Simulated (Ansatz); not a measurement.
The starting structures come from a database of crystals and need not be the phases stable at ambient conditions.

 Where the default PAW files enter, the runs use the earlier of Ansatz's two default sets.

By LDA, the system below comes out a metal.

The ballistic (Sharvin) conductance counts the channels at the Fermi level: G/A = (e²/h) × channels of both spins per area.

```
CELL_PARAMETERS angstrom
      3.43884     0.00000     0.00000
      0.01433     4.85246     0.00000
     -1.70963    -0.00510     1.71938
ATOMIC_POSITIONS crystal
  P  0.00000 0.25057 0.00000
  P  0.00000 0.74943 0.00000
```

Space group of this cell: P2/m. The cell is taken as given; by LDA its mean pressure is -2.6 GPa.

The current flows along the normal of the first two printed cell vectors. No spin-orbit coupling; the value is a mean over 0.1 eV about the Fermi level.

Task: Estimate the ballistic conductance per area that Ansatz (a program for electronic structure) with LDA returns for this system.

Result: 1.4 × 10¹⁵ S/m² for both spins.
